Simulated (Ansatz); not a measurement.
Response to strain in Ir

Start from Ir in the fcc (Cu type) structure (space group Fm-3m, No. 225; relaxed with 0.1 eV smearing).

```
CELL_PARAMETERS angstrom
      0.00000     1.91555     1.91555
      1.91555     0.00000     1.91555
      1.91555     1.91555     0.00000
ATOMIC_POSITIONS crystal
  Ir 0.00000 0.00000 0.00000
```

Cartesian axes are those of the cell as printed.

Strains are applied to the cell and any free atomic positions relax; under biaxial strain the out-of-plane vector relaxes too.

Level of theory: plane-wave PAW DFT at the PBEsol level (Ansatz, an electronic-structure program, 420 eV), no spin-orbit coupling.

Candidates:
(a) biaxial strain −0.50 %, plane normal [001], relaxed out of plane
(b) biaxial strain −2.50 %, plane normal [001], relaxed out of plane
(c) biaxial strain +2.00 %, plane normal [001], relaxed out of plane
(d) biaxial strain −1.50 %, plane normal [001], relaxed out of plane
(e) biaxial strain −2.00 %, plane normal [001], relaxed out of plane

Notes on the quantities. energy relative to the base: free energy F.

**Question.** Order them by energy relative to the base, highest first.

**Answer.** (b) biaxial strain −2.50 %, plane normal [001], relaxed out of plane (+41 meV/atom), (e) biaxial strain −2.00 %, plane normal [001], relaxed out of plane (+26 meV/atom), (c) biaxial strain +2.00 %, plane normal [001], relaxed out of plane (+23 meV/atom), (d) biaxial strain −1.50 %, plane normal [001], relaxed out of plane (+14 meV/atom), (a) biaxial strain −0.50 %, plane normal [001], relaxed out of plane (+1.5 meV/atom)

No phonon test of stability was made. The final runs are not spin-polarised.
